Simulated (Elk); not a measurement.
Checking a run of Elk on NbTc (Cmmm, 2 atoms in the cell). The aim is a self-consistent single point with DFT, PBEsol, all-electron FP-LAPW, Elk's shipped species files, LAPW+lo basis.

Input as run:

```
tasks
  0

xctype
  22

rgkmax
  4.0

gmaxvr
  14.0

nxoapwlo
  1

stype
  1

swidth
  0.00734986

maxscl
  100

avec
    2.9947075712   -4.3198742366    0.0000000000
    2.9947075712    4.3198742366    0.0000000000
    0.0000000000    0.0000000000    8.2970919940

sppath
  './'

atoms
  2
  'Nb.in'
  1
  0.0000000000  0.0000000000  0.0000000000    0.0 0.0 0.0
  'Tc.in'
  1
  0.5000000000  0.5000000000  0.5000000000    0.0 0.0 0.0

ngridk
  7 7 4

vkloff
  0.5 0.5 0.5
```

Output (repeated stretches shortened):

```
│ Elk code version 10.2.4 │

All units are atomic (Hartree, Bohr, etc.)

│ Ground-state run starting from atomic densities │

Lattice vectors :
   2.994707571      -4.319874237       0.000000000
   2.994707571       4.319874237       0.000000000
   0.000000000       0.000000000       8.297091994

   [... lines left out ...]
Constant for pseudocharge density :    9
Radial integration step length :    4

G-vector grid sizes :     24    24    40
Number of G-vectors :     9955

Maximum angular momentum used for
 APW functions                      :    8
 outer part of muffin-tin           :    6
 inner part of muffin-tin           :    1

Total nuclear charge    :   -84.00000000
Total core charge       :    56.00000000
Total valence charge    :    28.00000000
Total excess charge     :    0.000000000
Total electronic charge :    84.00000000

Effective Wigner radius, rₛ :   0.8481470904

Number of empty states         :    8
Total number of valence states :   22
Total number of core states    :   56

Total number of local-orbitals :   36

Exchange-correlation functional :     22     0     0
 PBEsol, Phys. Rev. Lett. 100, 136406 (2008)
 gradient requirement :    1
 generalised gradient approximation (GGA)

Smearing type :    1
 Methfessel-Paxton order 1, Phys. Rev. B 40, 3616 (1989)
Smearing width :   0.7349860000E-02
Effective electronic temperature (K) :    2320.902224

Mixing type :    3
 Broyden mixing, J. Phys. A: Math. Gen. 17, L317 (1984)

Kohn-Sham potential initialised from atomic data
│ Self-consistent loop started │
│ Loop number : 1 │
 total energy                :     -8088.39452339
│ Loop number : 2 │
 total energy                :     -8088.88060107
RMS change in Kohn-Sham potential (target) :   0.3626287661     (  0.1000000000E-05)
Absolute change in total energy (target)   :   0.4860776807     (  0.1000000000E-03)
│ Loop number : 3 │
 total energy                :     -8091.33009484
RMS change in Kohn-Sham potential (target) :   0.3120388712     (  0.1000000000E-05)
Absolute change in total energy (target)   :    2.571013186     (  0.1000000000E-03)
   [... lines left out ...]
Absolute change in total energy (target)   :   0.5099020254E-03 (  0.1000000000E-03)
│ Loop number : 16 │
 total energy                :     -8102.23918942
RMS change in Kohn-Sham potential (target) :   0.2201384842E-06 (  0.1000000000E-05)
Absolute change in total energy (target)   :   0.1648713205E-03 (  0.1000000000E-03)
│ Loop number : 17 │
 total energy                :     -8102.23919357
RMS change in Kohn-Sham potential (target) :   0.9438257793E-07 (  0.1000000000E-05)
Absolute change in total energy (target)   :   0.4537085078E-04 (  0.1000000000E-03)
Convergence targets achieved

│ Loop number : 18 │

Energies :
 Fermi                       :     0.461859387517
 total energy                :     -8102.23919443

Density of states at Fermi energy :    34.13825811
 (states/Hartree/unit cell)

Estimated indirect band gap :   0.7489337578E-03
 from k-point      8 to k-point     16
Estimated direct band gap   :   0.2417958059E-01
 at k-point      7

Charges :
 core                        :    56.00000000
 valence                     :    28.00000000
 interstitial                :    3.721475851
 muffin-tins (core leakage)
  species :    1 (Nb)
   atom    1                 :    39.00882257     (  0.1553098077E-05)
  species :    2 (Tc)
   atom    1                 :    41.26970157     (  0.1729804282E-06)
 total in muffin-tins        :    80.27852415
 total calculated charge     :    84.00956721
 total charge                :    84.00000000
 error                       :   0.9567206859E-02

│ Self-consistent loop stopped │
```

Task: Can these results be used? Check the input.

Result: The run is not sound. The fault is a basis cutoff that is far too low. With too few augmented plane waves the interstitial functions and their matching at the spheres are poor, and energies and forces go wrong. To fix it, raise the cutoff (radius times largest wave vector) and check its convergence. The run converged in 18 iterations without an error; against the sound input the total energy goes up by 9.25 eV/atom.

An input that runs soundly differs in these lines (not the only fix; some lines may just follow from the change or write a value another way):
```diff
-  4.0
+  8.0
```

With that input, the run converged in 17 iterations: total energy -220491.6574 eV; Fermi level (on the code's own zero) 12.75 eV (DFT, PBEsol, all-electron FP-LAPW, Elk's shipped species files, LAPW+lo basis).

On the sound input: the starting cell comes from a database of computed structures (which also holds hypothetical and non-ambient phases and stackings), without a prior relaxation at this level. Its lattice was rescaled by a random factor within 2.5 % of one. Spin polarisation is off. Values depend on the basis (sphere radii, cutoffs, local orbitals), which need not be converged. Without a gap this mesh is coarse (it stands for a supercell whose shortest vector is 18 Å). The log's line on a gap gives a spacing of levels on this mesh, which the program prints for metals too.
